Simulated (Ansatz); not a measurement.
Adsorption energy and surface dipole of H on the 1x1 (0001) surface of corundum (cut with top plane Al), one in a 1x1 cell, started at the site 'top Al', worked from the runs' numbers; total energies count from the potentials' own zero.

Host crystal: corundum, with a band gap (PBE, scalar-relativistic without spin-orbit coupling).

Computed with RPBE, at the PBE geometry (plane waves to 420 eV, PAW; Ansatz, an electronic-structure program).

Set-up: 21 atoms, 6.7 Å thick at the start under the adsorbate (thin: gaps and levels are the slab's own); mesh 6x6x1; 0.01 eV smearing; dipole correction on; single point; on the structure that PBE left under its start's symmetry; spin-polarised, ending with about 1.0 μB a cell, a value that depends on the mesh; orders that need a larger cell were not tried, no spin-orbit, no U, no dispersion correction. Its gap by band count is narrow, 0.04 eV on this mesh, and the smearing reaches across it. The program's check for a lower electronic state was not made. It is one chosen start, not shown to be the lowest state of the adsorbate.

| quantity | value |
|---|---|
| slab with the adsorbate | -11193.044 eV |
| clean slab, same cell and mesh | -11178.957 eV |
| reference, ½ H2(g) | -16.036 eV |
| area of the cell | 20.03 Å² |
| change of the step from the bottom to the top vacuum level | 0.978 eV |

**Question.** What is the adsorption energy against this reference?

**Answer.** E(slab + adsorbate) − E(slab) − E(reference) = 1.95 eV, so in this state the adsorbate is less stable than in the reference, at a coverage of 4.99 a nm².

**Question.** What dipole does adsorption add to the slab along the outward normal (Helmholtz relation, ε₀ = 0.005526 e/(V·Å))?

**Answer.** p = −ε₀·A·ΔV = -0.108 e·Å = -0.52 D; its negative end points to the vacuum, which raises the vacuum level.
